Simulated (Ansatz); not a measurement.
Structures of equal composition on the (111)A surface of zinc-blende BN (B plane on top): 2x2 B adatom at H3; 2x2 B adatom at T4. The slabs share one bottom face, and each structure is named by its start. These are constructed structures in small cells; real faces may alloy, dewet or reconstruct in larger ones, and not all known structures of the face are among them. Slabs of about 11 Å with all that they carry, Fermi-Dirac smearing of 0.025 eV. Bottom of the slabs: H caps. Relaxed from the named starts with such symmetry as they have, on meshes of like density; energies extrapolated to zero smearing; no spin-orbit coupling, no U. Spin-polarised runs, if any, are marked in brackets, and their order is one that fits the cell; the others ran without spin. Where a second, spin-polarised start was run, the lower counts.

Host crystal: zinc-blende BN, with a band gap (PBE, scalar-relativistic without spin-orbit coupling).

These are PBE (plane waves to 420 eV, PAW; Ansatz, a quantum-chemistry and plane-wave program) values and carry that method's errors.

Problem. Put the candidates in order of energy per 1x1 cell, lowest first, for PBE.

Solution. 2x2 B adatom at T4 (0.000 eV, gap 1.16 eV on the mesh), 2x2 B adatom at H3 (0.405 eV, gap 0.73 eV on the mesh)
